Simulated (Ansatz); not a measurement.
Mo under a change: Mo → Re

The reference is Mo in the bcc (W type) structure (space group Im-3m, No. 229; a = 3.1296 Å).

One thing is altered: every Mo is replaced by Re, then cell and atoms are relaxed.

Calculations: plane-wave PAW DFT at the PBEsol level (Ansatz, an electronic-structure program, 420 eV), without spin-orbit coupling. Γ-centred 21×21×21 mesh, Fermi–Dirac width 0.05 eV.

```
quantity                                  base          changed         shift
-----------------------------  ---------------  ---------------  ------------
volume per atom                       15.33 Å³         14.68 Å³     -0.644 Å³
density                            10.40 g/cm³      21.06 g/cm³  +10.66 g/cm³
lattice parameter a                    3.130 Å          3.085 Å     -0.0444 Å
space group                    Im-3m (No. 229)  Im-3m (No. 229)             –
shortest interatomic distance          2.710 Å          2.672 Å      -0.038 Å
band gap                                  zero             zero             –
```

Final structure:

```
Re
1.0
   -1.54256     1.54256     1.54256
    1.54256    -1.54256     1.54256
    1.54256     1.54256    -1.54256
Re
1
Cartesian
  0.00000   0.00000   0.00000
```

No phonon test of stability was made. For Re in this form, whether it has been made was not checked. The final runs are not spin-polarised. This is not the structure that Re has at room temperature and ambient pressure.
